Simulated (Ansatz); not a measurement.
The starting structures come from a database of crystals and need not be the phases stable at ambient conditions.

Tunnelling through a barrier is set by its complex band structure: the current falls as exp(−2κd) with the smallest κ.

```yaml
crystal:
  lattice:
    - [10.20270, 0.00000, 0.00000]
    - [-5.10135, 8.83580, 0.00000]
    - [5.10135, 2.94527, 2.08262]
  atoms:
    - { symbol: Sc, position: [0.40114, 0.50000, 0.59886] }
    - { symbol: Sc, position: [0.50000, 0.00000, 0.09886] }
    - { symbol: Sc, position: [0.90114, 0.90114, 0.59886] }
    - { symbol: Sc, position: [0.19772, 0.09886, 0.70342] }
    - { symbol: Sc, position: [0.19772, 0.59886, 0.20342] }
    - { symbol: Sc, position: [0.40114, 0.40114, 0.09886] }
    - { symbol: Sc, position: [0.50000, 0.00000, 0.59886] }
    - { symbol: Sc, position: [0.90114, 0.50000, 0.09886] }
    - { symbol: C, position: [0.87500, 0.75000, 0.25000] }
    - { symbol: C, position: [0.87500, 0.62500, 0.75000] }
    - { symbol: C, position: [0.62500, 0.25000, 0.75000] }
    - { symbol: C, position: [0.62500, 0.87500, 0.25000] }
    - { symbol: C, position: [0.00000, 0.12500, 0.25000] }
    - { symbol: C, position: [0.00000, 0.37500, 0.75000] }
```

Space group of this cell: I-43d. The cell is taken as given; by r2SCAN its mean pressure is -0.9 GPa.

Transport runs along the normal of the first two printed cell vectors, the (111) plane of the conventional cell.

No gap correction and no spin-orbit coupling; mid-gap values are interpolated between computed energies.

**Question.** Compute, with r2SCAN run with Ansatz (an electronic-structure program), the band gap and the smallest decay constant κ at mid-gap.

**Answer.** Gap 0.57 eV on a 14×14×14 mesh; κ = 0.079 1/Å, at the zone centre.
